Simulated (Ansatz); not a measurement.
An Ansatz (a first-principles code) run: TiAl with a change (biaxial strain −1.83 %, plane normal [001], relaxed out of plane); Ansatz PBE, spin-orbit coupling left out, earlier PAW set.

Input:

Ansatz 0.2 input:
```yaml
crystal:
  lattice:
    - [2.7722015414, 0, 0]
    - [0, 2.7722015414, 0]
    - [0, 0, 4.1119136123]
  atoms:
    - { symbol: Al, position: [0.5, 0.5, 0.5] }
    - { symbol: Ti, position: [0, 0, 0] }
basis: { ecutwfc: 420, ecutrho_ratio: 4, xc_grid: 2, fft_grid_basis: typed }
kpoints: { mp_grid: { grid: [20, 20, 14] } }
hamiltonian:
  xc: pbe
  dispersion: none
  pseudopotentials: { azcp: { folder: ./paw }, kind: paw }
scf: { occupations: { method: fermi_dirac, width: 0.1 } }
relax: { f_tol: 0.005, max_steps: 50, cell: { stress_tol: 0.01, fix: [a, b, gamma] } }
output: { forces: true, stress: true }
checkpoint: { write: state.ck, write_every: 1000 }
```

Output (explanatory and most iteration lines left out):

```
Relaxation: its limit of steps is 50 (relax.max_steps)
Pseudopotential: Al, paw, valence charge 3
Pseudopotential: Ti, paw, valence charge 12
Crystal: 2 atoms, lattice volume = 31.600 Å³
Basis set: ecut = 420 eV, 649 PW (Γ), exchange–correlation on 40×40×60 points (8 copies of the dense FFT grid, shifted against one another)
Bands: 12, of which v1, the nominal top of the filled ones, is band 8 counted from 1 (7 counted from 0)
Symmetry: 16 space group operations
Space group: P4/mmm (ITA 123), of the structure as read, at distance tolerance 3.2e-5 Å
k-points: 528 of 5600
Functional: x = pbe(κ = 0.804, μ = 0.2195149727645171), c = pbe(β = 0.06672455060314922)
SCF iter   1: F=—  HF=-3038.216898 eV  |F-HF|=—  |Δ(HF+E_count)|=         —  Δρ=4.23e-2  dr2=5.59e-1  ethr=3.10e-3  ⟨swp⟩=4.9  Hψ=31883  notcnv=0
SCF iter   2: F=—  HF=-3038.083166 eV  |F-HF|=—  |Δ(HF+E_count)|=   1.34e-1  Δρ=2.28e-2  dr2=2.09e-1  ethr=3.10e-3  ⟨swp⟩=2.0  Hψ=12599  notcnv=0
SCF 1 converged in 7 iterations: F = -3037.998381 eV  dr2 = 9.25e-10
relax step   1: F+E_penalty+E_count = -3037.99838104 eV  Δ(F+E_penalty+E_count) = +0.000e0 eV  max|allowed force component| = 1.109e-30 eV/Å  Δτ_max = 0.0000 Å  P = +3.324 GPa  Ω = 31.600 Å³  fix = [a, b, gamma]  reactions: a +4.177, b +4.177 GPa  (7 SCF iters, dr2 threshold 1.00e-7 eV, accepted)
[... steps on the carried basis left out ...]
relax step   3: F+E_penalty+E_count = -3037.99968692 eV  Δ(F+E_penalty+E_count) = -9.891e-5 eV  max|allowed force component| = 2.465e-32 eV/Å  Δτ_max = 0.0000 Å  P = +2.247 GPa  Ω = 31.877 Å³  energy of the carried Pulay correction = -7.612e-5 eV  fix = [a, b, gamma]  reactions: a +3.374, b +3.374 GPa  (6 SCF iters, dr2 threshold 2.00e-7 eV, accepted)
Crystal: 2 atoms, lattice volume = 31.877 Å³
SCF iter   1: F=—  HF=-3037.999826 eV  |F-HF|=—  |Δ(HF+E_count)|=         —  Δρ=3.40e-5  dr2=1.61e-8  ethr=6.03e-9  ⟨swp⟩=3.0  Hψ=50311  notcnv=0
SCF iter   2: F=—  HF=-3037.999764 eV  |F-HF|=—  |Δ(HF+E_count)|=   6.25e-5  Δρ=1.69e-5  dr2=4.19e-9  ethr=1.08e-10  ⟨swp⟩=2.0  Hψ=10018  notcnv=0
SCF 4 converged in 10 iterations: F = -3037.999764 eV  dr2 = 9.22e-21
SCF converged after 10 iterations
Free energy (F): -3037.999764 eV
Internal energy: -3037.940804 eV  (E = F + TS)
E sigma→0 (E₀):  -3037.970284 eV
Entropy (-TS):   -0.058960 eV (-29.480 meV/atom)
Fermi energy:    11.178710 eV
--- Forces (eV/Å), atoms counted from 1 ---
  atom   1  Al     0.00000000     0.00000000     0.00000000
  atom   2  Ti     0.00000000     0.00000000     0.00000000
--- Stress (GPa, compression-positive) ---
        3.374634       0.000000       0.000000
        0.000000       3.374634       0.000000
        0.000000       0.000000      -0.002989
  P = ⅓ Tr σ = 2.2488 GPa (22.488 kbar)
--- Relaxed structure (3 steps of the walk, 3 accepted, 1 SCFs on fresh bases) ---
  cell:  # Å, volume = 31.8770 Å³
    - [2.7722015414, -2.1830272830116206e-112, -3.039764440813924e-33]
    - [-2.1830272830116206e-112, 2.7722015414, -6.596711026071884e-35]
    - [-4.5087806913403494e-33, -9.784680319749023e-35, 4.147892753249206]
  atoms:
    - { symbol: Al, position: [0.5, 0.5, 0.5] }
    - { symbol: Ti, position: [-4.342058819555153e-35, 6.947294111288127e-35, 1.3173131732111886e-35] }
```

No phonon test of stability was made. The final runs are not spin-polarised. The cell was made from TiAl (space group P4/mmm, No. 123) by this change: biaxial strain −1.83 %, plane normal [001], relaxed out of plane.
